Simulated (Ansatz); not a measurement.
## ZrSi2 under a change: pressure −1 GPa

The reference is ZrSi2 (space group Cmcm, No. 63; a = 3.689 Å, b = 14.858 Å, c = 3.667 Å).

It is then changed as follows: hydrostatic tension (pressure −1 GPa).

Calculations: r2SCAN (Ansatz, a quantum-chemistry and plane-wave program; PAW; 500 eV plane waves; no spin-orbit coupling). k-mesh 13×13×13 (Γ-centred); smearing 0.05 eV (Fermi–Dirac).

The volume per atom rises by 0.13 Å³ (16.75 Å³ → 16.88 Å³) and the band gap is still zero.

Final structure:

```
ZrSi2
1.0
    1.84847    -7.45753     0.00000
    1.84847     7.45753     0.00000
    0.00000     0.00000     3.67384
Si Zr
4 2
Direct
  0.94844   0.05156   0.75000
  0.05156   0.94844   0.25000
  0.24979   0.75021   0.75000
  0.75021   0.24979   0.25000
  0.60598   0.39402   0.75000
  0.39402   0.60598   0.25000
```

Load acts through the strain it causes; cell and atoms are relaxed under it. Whether these cells are dynamically stable was not tested. The final runs are not spin-polarised.
